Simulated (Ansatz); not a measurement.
AlB2-type ZrB2, treated with r²SCAN in Ansatz (plane waves, PAW).

Numerical settings: plane-wave cutoff 560 eV, 24×24×16 k mesh (along the axes of the cell as run), Fermi–Dirac smearing 0.05 eV, scalar-relativistic PAW data made under PBE.

The cell is scaled about its equilibrium volume:

Shape and atoms are relaxed at each volume.

```json
[
 {"V (Å³/atom)": "9.873", "P (GPa)": "10.70", "c (Å)": "3.497", "a (Å)": "3.127"},
 {"V (Å³/atom)": "10.079", "P (GPa)": "5.08", "c (Å)": "3.524", "a (Å)": "3.148"},
 {"V (Å³/atom)": "10.285", "P (GPa)": "-0.01", "c (Å)": "3.551", "a (Å)": "3.168"},
 {"V (Å³/atom)": "10.490", "P (GPa)": "-4.62", "c (Å)": "3.578", "a (Å)": "3.187"},
 {"V (Å³/atom)": "10.696", "P (GPa)": "-8.80", "c (Å)": "3.605", "a (Å)": "3.206"}
]
```

Note: the bulk modulus comes from volumes at which shape and atoms were relaxed.

Ansatz is a program for electronic structure.
